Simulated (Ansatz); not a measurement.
## C axis length of MoGe (model structure, started from the NiAs type, P6₃/mmc, No. 194, 4 atoms in the cell) at several levels of theory

No measured value is used here.

```csv
level (code),value (Å)
PBE (Ansatz),7.257
PBEsol (Ansatz),?
PBE-D3(BJ) (Ansatz),7.268
```

**Question.** Fill in the missing entries.

**Answer.** 
- PBEsol (Ansatz, an electronic-structure program), value (Å): 7.219

Ansatz's density-functional and Hartree–Fock values are scalar-relativistic unless marked +SOC, with PAW data made under PBE.

A model structure was made by putting elements into a prototype or built by hand; it is no filed structure, need not be a known phase, and can be a saddle point held by its symmetry.
